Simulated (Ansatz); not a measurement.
The parent structure is AlAs in the zinc blende structure (space group F-43m, No. 216).

```yaml
crystal:
  lattice:
    - [0.00000, 2.83733, 2.83733]
    - [2.83733, 0.00000, 2.83733]
    - [2.83733, 2.83733, 0.00000]
  atoms:
    - { symbol: As, position: [0.75000, 0.75000, 0.75000] }
    - { symbol: Al, position: [0.00000, 0.00000, 0.00000] }
```

The other end (x = 1) is MgAs in the zinc blende structure (space group F-43m, No. 216; a hypothetical phase, not in the database extracts checked): 27.17 Å³/atom, gap zero; this end may not be an ambient phase.

The values are results of Ansatz (a program for electronic structure) PBEsol, no spin-orbit coupling, not measurements.

Mg replaces a fraction x of Al; each row is one arrangement (x, atoms in the cell, starting space group or random), fully relaxed.

One change was made to it. Results:

| quantity | base | after |
|---|---|---|
| mixing energy (to 0.01 eV only: unlike meshes or grids) (against an end that may be hypothetical) | – | -0.07 eV/atom |
| band gap | 1.34 eV | zero |
| mean first-shell distances | – | Al–As 2.429 Å (end compound 2.457 Å), Mg–As 2.644 Å (end compound 2.604 Å) |

Problem. Which change produced these results?
A) x(Mg) = 0.5, 8 atoms, P-4m2
B) x(Mg) = 0.75, 8 atoms, P-43m
C) x(Mg) = 0.25, 8 atoms, Cm
D) x(Mg) = 0.75, 8 atoms, P-4m2

Solution. A, x(Mg) = 0.5, 8 atoms, P-4m2. For comparison, the mixing energy in the other runs: x(Mg) = 0.75, 8 atoms, P-43m gives -0.03 eV/atom; x(Mg) = 0.25, 8 atoms, Cm gives -0.02 eV/atom; x(Mg) = 0.75, 8 atoms, P-4m2 gives -0.12 eV/atom.

Each cell is one ordered arrangement of few atoms, which overstates ordering effects compared with a random alloy. No phonon test of stability was made. All final runs are without spin polarisation. An odd electron count without spin: MgAs, Mg3AlAs4 and MgAl3As4. Under x(Mg) = 0.5, 8 atoms, P-4m2 and x(Mg) = 0.75, 8 atoms, P-4m2 the cell changed shape so far that it is another structure.
